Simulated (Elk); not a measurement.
## Input and output of a self-consistent single point for NbN (Fm-3m, 2 atoms in the cell) (Elk)

Computed with PBE, all-electron FP-LAPW, Elk's shipped species files, LAPW+lo basis in Elk.

The input file:

```
tasks
  0

xctype
  20

rgkmax
  7.5

gmaxvr
  14.0

nxoapwlo
  1

rmtscf
  0.88

stype
  0

swidth
  0.00499791

scale
  1.889726125

avec
    0.0000000000    2.1950000000    2.1950000000
    2.1950000000    0.0000000000    2.1950000000
    2.1950000000    2.1950000000    0.0000000000

atoms
  2   : nspecies
  'Nb.in'   : spfname
  1   : natoms; atposl, bfcmt below
  0.0000000000  0.0000000000  0.0000000000    0.0 0.0 0.0
  'N.in'   : spfname
  1   : natoms; atposl, bfcmt below
  0.5000000000  0.5000000000  0.5000000000    0.0 0.0 0.0

ngridk
  17 17 17
```

Log, with long lists cut:

```
│ Elk code version 10.2.4 │

All units are atomic (Hartree, Bohr, etc.)

│ Ground-state run starting from atomic densities │

Lattice vectors :
   0.000000000       4.147948844       4.147948844
   4.147948844       0.000000000       4.147948844
   4.147948844       4.147948844       0.000000000

Unit cell volume      :    142.7348986
Brillouin zone volume :    1.737838580

Muffin-tin inner radius fraction :   0.1000000000E-01

Nuclei treated as point charges

Species :    1 (Nb)
 parameters loaded from : Nb.in
 name : niobium
 nuclear charge    :   -41.00000000
 electronic charge :    41.00000000
 atomic mass :    169357.9703
 muffin-tin radius :    2.288000000
 number of radial points in muffin-tin :    597
 atomic positions (lattice), magnetic fields (Cartesian) :
   1 :   0.00000000  0.00000000  0.00000000    0.00000000  0.00000000  0.00000000

Species :    2 (N)
 parameters loaded from : N.in
 name : nitrogen
 nuclear charge    :   -7.000000000
 electronic charge :    7.000000000
 atomic mass :    25532.65214
 muffin-tin radius :    1.584000000
 number of radial points in muffin-tin :    297
 atomic positions (lattice), magnetic fields (Cartesian) :
   1 :   0.50000000  0.50000000  0.50000000    0.00000000  0.00000000  0.00000000

Total number of atoms per unit cell :    2

Spin treatment :
 spin-unpolarised

Number of Bravais lattice symmetries :   48
Number of crystal symmetries         :   48
Crystal has inversion symmetry
Real symmetric eigensolver will be used

k-point grid :     17    17    17
k-point offset :    0.000000000       0.000000000       0.000000000
k-point set is reduced with full crystal symmetry group
Total number of k-points :      165

Muffin-tin radius times maximum |G+k| :    7.500000000
 using average radius
Maximum |G+k| for APW functions       :    3.873966942
Maximum (1/2)|G+k|²                   :    7.503809934
Maximum |G| for potential and density :    14.00000000
 potential will be trimmed for |G| > 2 gkmax
Constant for pseudocharge density :    8
Radial integration step length :    4

G-vector grid sizes :     27    27    27
Number of G-vectors :     6615

Maximum angular momentum used for
 APW functions                      :    8
 outer part of muffin-tin           :    6
 inner part of muffin-tin           :    1

Total nuclear charge    :   -48.00000000
Total core charge       :    30.00000000
Total valence charge    :    18.00000000
Total excess charge     :    0.000000000
Total electronic charge :    48.00000000

Effective Wigner radius, rₛ :   0.8920724106

Number of empty states         :    8
Total number of valence states :   17
Total number of core states    :   30

Total number of local-orbitals :   23

Exchange-correlation functional :     20     0     0
 Perdew-Burke-Ernzerhof, Phys. Rev. Lett. 77, 3865 (1996)
 gradient requirement :    1
 generalised gradient approximation (GGA)

Smearing type :    0
 Gaussian
Smearing width :   0.4997910000E-02
Effective electronic temperature (K) :    1578.215154

Mixing type :    3
 Broyden mixing, J. Phys. A: Math. Gen. 17, L317 (1984)

Kohn-Sham potential initialised from atomic data

│ Self-consistent loop started │
│ Loop number : 1 │
 total energy                :     -3873.04177585
│ Loop number : 2 │
 total energy                :     -3873.25621204
RMS change in Kohn-Sham potential (target) :    1.759109570     (  0.1000000000E-05)
Absolute change in total energy (target)   :   0.2144361937     (  0.1000000000E-03)
│ Loop number : 3 │
 total energy                :     -3873.19313711
RMS change in Kohn-Sham potential (target) :    1.740213538     (  0.1000000000E-05)
Absolute change in total energy (target)   :   0.9465877580E-02 (  0.1000000000E-03)
│ Loop number : 4 │
 total energy                :     -3874.61824286
RMS change in Kohn-Sham potential (target) :   0.9326214651     (  0.1000000000E-05)
Absolute change in total energy (target)   :    1.422739273     (  0.1000000000E-03)
│ Loop number : 5 │
 total energy                :     -3875.44170224
RMS change in Kohn-Sham potential (target) :   0.3632801718     (  0.1000000000E-05)
Absolute change in total energy (target)   :    1.179144201     (  0.1000000000E-03)
│ Loop number : 6 │
 total energy                :     -3875.36287539
RMS change in Kohn-Sham potential (target) :   0.1276365542     (  0.1000000000E-05)
Absolute change in total energy (target)   :   0.2159591964     (  0.1000000000E-03)
│ Loop number : 7 │
 total energy                :     -3875.47375113
RMS change in Kohn-Sham potential (target) :   0.2370429436E-01 (  0.1000000000E-05)
Absolute change in total energy (target)   :   0.1648655456     (  0.1000000000E-03)
│ Loop number : 8 │
 total energy                :     -3875.30441991
RMS change in Kohn-Sham potential (target) :   0.7495230068E-02 (  0.1000000000E-05)
Absolute change in total energy (target)   :   0.1281148400     (  0.1000000000E-03)
│ Loop number : 9 │
 total energy                :     -3875.42763930
RMS change in Kohn-Sham potential (target) :   0.7090987417E-02 (  0.1000000000E-05)
Absolute change in total energy (target)   :   0.9119068213E-01 (  0.1000000000E-03)
│ Loop number : 10 │
 total energy                :     -3875.37881460
RMS change in Kohn-Sham potential (target) :   0.9092360451E-03 (  0.1000000000E-05)
Absolute change in total energy (target)   :   0.2602702363E-01 (  0.1000000000E-03)
│ Loop number : 11 │
 total energy                :     -3875.38568918
RMS change in Kohn-Sham potential (target) :   0.7560183851E-03 (  0.1000000000E-05)
Absolute change in total energy (target)   :   0.3678223811E-03 (  0.1000000000E-03)
│ Loop number : 12 │
 total energy                :     -3875.38952908
RMS change in Kohn-Sham potential (target) :   0.1867435631E-03 (  0.1000000000E-05)
Absolute change in total energy (target)   :   0.3931852752E-02 (  0.1000000000E-03)
│ Loop number : 13 │
 total energy                :     -3875.39010180
RMS change in Kohn-Sham potential (target) :   0.2132908285E-04 (  0.1000000000E-05)
Absolute change in total energy (target)   :   0.1555686523E-02 (  0.1000000000E-03)
│ Loop number : 14 │
 total energy                :     -3875.38983480
RMS change in Kohn-Sham potential (target) :   0.4805113116E-05 (  0.1000000000E-05)
Absolute change in total energy (target)   :   0.1219179849E-03 (  0.1000000000E-03)
│ Loop number : 15 │
 total energy                :     -3875.38973223
RMS change in Kohn-Sham potential (target) :   0.2406939675E-05 (  0.1000000000E-05)
Absolute change in total energy (target)   :   0.7209153000E-04 (  0.1000000000E-03)
│ Loop number : 16 │
 total energy                :     -3875.38972016
RMS change in Kohn-Sham potential (target) :   0.3751539855E-06 (  0.1000000000E-05)
Absolute change in total energy (target)   :   0.3009023794E-04 (  0.1000000000E-03)
Convergence targets achieved

│ Loop number : 17 │

Energies :
 Fermi                       :     0.593954610979
 sum of eigenvalues          :     -2285.05736531
 electron kinetic            :      4008.74050498
 core electron kinetic       :      3916.54074230
 Coulomb                     :     -7758.01170616
 Coulomb potential           :     -6129.63270167
 nuclear-nuclear             :     -426.552261573
 electron-nuclear            :     -8533.28618751
 Hartree                     :      1201.82674292
 Madelung                    :     -4693.19535533
 xc potential                :     -164.165168621
 exchange                    :     -123.747071450
 correlation                 :     -2.37145298979
 total energy                :     -3875.38972562

Density of states at Fermi energy :    24.34272927
 (states/Hartree/unit cell)

Estimated indirect band gap :   0.3322741417E-03
 from k-point      6 to k-point    108
Estimated direct band gap   :   0.2220010035E-02
 at k-point     36

Charges :
 core                        :    30.00000000
 valence                     :    18.00000000
 interstitial                :    3.604848832
 muffin-tins (core leakage)
  species :    1 (Nb)
   atom    1                 :    38.43668808     (  0.9941265414E-05)
  species :    2 (N)
   atom    1                 :    5.958463087     (  0.1801369382E-05)
 total in muffin-tins        :    44.39515117
 total calculated charge     :    48.00285395
 total charge                :    48.00000000
 error                       :   0.2853946003E-02

│ Self-consistent loop stopped │
```

The run converged in 17 iterations. The count includes the last loop, which Elk runs after its targets are met.

The starting cell has typed, rounded lattice constants, without a prior relaxation at this level. Spin polarisation is off. Values depend on the basis (sphere radii, cutoffs, local orbitals), which need not be converged. The log's line on a gap gives a spacing of levels on this mesh, which the program prints for metals too.
